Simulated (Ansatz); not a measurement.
Strongest site found for several adsorbates on fcc Cu (100).

All values below come from PBE (plane waves to 420 eV, PAW; Ansatz, a program for electronic structure).

Counted are starts at which the adsorbate stayed whole and on top. Thin slabs; no dispersion, zero-point or thermal terms; negative values mean binding.

```csv
"adsorbate, area an adsorbate",reference,bonded to,E_ads (eV),shortest bond to the host (Å)
"O, 26 Å²",½ O2(g),4 Cu,-1.93,1.99
"OH, 26 Å²",H2O(g) − ½ H2(g),2 Cu,0.01,1.96
"F, 26 Å²",½ F2(g),2 Cu,-2.92,1.96
"N, 26 Å²",½ N2(g),5 Cu,?,1.91
"O, 7 Å²",½ O2(g),4 Cu,-0.60,1.89
"H, 7 Å²",½ H2(g),4 Cu,-0.08,1.87
"H, 26 Å²",½ H2(g),4 Cu,?,1.88
"S, 7 Å²",⅛ S8(g),2 Cu,?,2.37
"Cl, 26 Å²",½ Cl2(g),4 Cu,?,2.48
```

Task: Complete the blanks.

Result: 
- N, 26 Å², E_ads (eV): 0.44
- H, 26 Å², E_ads (eV): -0.15
- S, 7 Å², E_ads (eV): -0.19
- Cl, 26 Å², E_ads (eV): -1.96
